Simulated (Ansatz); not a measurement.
Take TaN in the rock salt structure (space group Fm-3m, No. 225; a = 4.3749 Å; relaxed with 0.1 eV smearing) as the base. Axes: x, y, z lie along the cube axes.

Structures relaxed with Ansatz (a first-principles code), PBEsol, PAW, cutoff 420 eV, without spin-orbit coupling, earlier PAW set.

Base:

Simulated powder pattern, Mo Kα, λ = 0.71073 Å (kinematic, ideal powder, no thermal factors, no anomalous dispersion; the 14 strongest lines at most, above 2 %, up to 2θ = 40°):

```tsv
2θ (°)	I/Imax (%)	hkl
16.18	100	(111)
18.70	69	(200)
26.56	52	(220)
31.26	52	(311)
32.69	18	(222)
37.92	8.5	(400)
```

After one change:

Simulated powder pattern, Mo Kα, λ = 0.71073 Å (kinematic, ideal powder, no thermal factors, no anomalous dispersion; the 14 strongest lines at most, above 2 %, up to 2θ = 40°):

| 2θ (°) | I/Imax (%) |
|---|---|
| 15.93 | 75 |
| 16.43 | 70 |
| 18.71 | 100 |
| 25.95 | 13 |
| 26.58 | 50 |
| 27.21 | 12 |
| 30.87 | 26 |
| 31.13 | 13 |
| 31.40 | 12 |
| 31.68 | 24 |
| 32.18 | 14 |
| 33.22 | 13 |
| 37.92 | 4.1 |
| 37.95 | 8.2 |

Question: Name the change that was made.
A) isotropic strain −0.71 %
B) tensor shear ε_xz = +2.32 %
C) isotropic strain −5.01 %
D) biaxial strain +1.61 %, plane normal [110], relaxed out of plane

Answer: B, tensor shear ε_xz = +2.32 %. Its volume per atom is 10.46 Å³ against 10.47 Å³, and its space group is Immm (No. 71).

A biaxial case was relaxed in a doubled cell and then solved in the primitive one. Whether these cells are dynamically stable was not tested. All final runs are without spin polarisation. This is not the structure that TaN has at room temperature and ambient pressure.
